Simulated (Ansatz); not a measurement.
**WC (model structure, started from the NbAs type, I4₁md, No. 109, 4 atoms in the cell): properties by level of theory**

```json
[
 {"level (code)": "PBE (Ansatz)", "equilibrium lattice constant a (Å)": "2.884", "c axis length (Å)": "___"},
 {"level (code)": "PBEsol (Ansatz)", "equilibrium lattice constant a (Å)": "2.863", "c axis length (Å)": "10.037"},
 {"level (code)": "PBE-D3(BJ) (Ansatz)", "equilibrium lattice constant a (Å)": "2.867", "c axis length (Å)": "___"}
]
```

### Question
Fill in the missing entries.

### Answer

- PBE (Ansatz, an electronic-structure program), c axis length (Å): 10.119
- PBE-D3(BJ) (Ansatz), c axis length (Å): 10.051

Ansatz's density-functional and Hartree–Fock values are scalar-relativistic unless marked +SOC, with PAW data made under PBE.

The computed numbers hold no vibrational or temperature effects.

A model structure was made by putting elements into a prototype or built by hand; it is no filed structure, need not be a known phase, and can be a saddle point held by its symmetry.
